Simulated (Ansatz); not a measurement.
## A computed series for BN: response to strain

Take BN in the wurtzite structure (space group P6_3mc, No. 186) as the base.

```
BN
1.0
    2.54100     0.00000     0.00000
   -1.27050     2.20057     0.00000
    0.00000     0.00000     4.20330
B N
2 2
Cartesian
  0.00000   1.46705   0.00112
  1.27050   0.73352   2.10277
  0.00000   1.46705   1.57512
  1.27050   0.73352   3.67677
```

Cartesian axes are those of the cell as printed.

Strains are applied to the cell and any free atomic positions relax.

Calculations: DFT with PBEsol, PAW potentials and a 420 eV plane-wave cutoff in Ansatz (a program for electronic structure), no spin-orbit coupling.

Candidates:
(a) uniaxial strain ε_zz = −0.60 %
(b) uniaxial strain ε_zz = −1.20 %
(c) uniaxial strain ε_zz = −3.00 %

Before the change:

The band gap comes out as 4.96 eV.

Question: Order them by band gap, highest first.

Answer: (c) uniaxial strain ε_zz = −3.00 % (5.09 eV), (b) uniaxial strain ε_zz = −1.20 % (5.00 eV), (a) uniaxial strain ε_zz = −0.60 % (4.98 eV)

Gaps are Kohn–Sham eigenvalue differences; semilocal functionals usually give less than the measured gap. Whether these cells are dynamically stable was not tested.
